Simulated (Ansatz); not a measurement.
Start from InPd in the CsCl type structure (space group Pm-3m, No. 221; a = 3.305 Å).

(Cell as relaxed with PBE.)

Levels (all Ansatz, a first-principles code, PAW): PBE (420 eV, without spin-orbit coupling); PBEsol (420 eV, no spin-orbit coupling).

Each level relaxes its own structure.

```tsv
quantity	PBE	PBEsol
volume per atom	18.05 Å³	17.12 Å³
lattice parameter a	3.305 Å	3.247 Å
band gap	zero	zero
```

PBE's volume per atom lies 0.938 Å³ above PBEsol's (5.5 %); PBE's lattice parameter a lies 0.058 Å above PBEsol's (1.8 %); the two agree on the band gap. Neither level is exact; PBEsol is the comparison here, not a measurement.

Stability against distortions was not tested. All final runs are without spin polarisation.
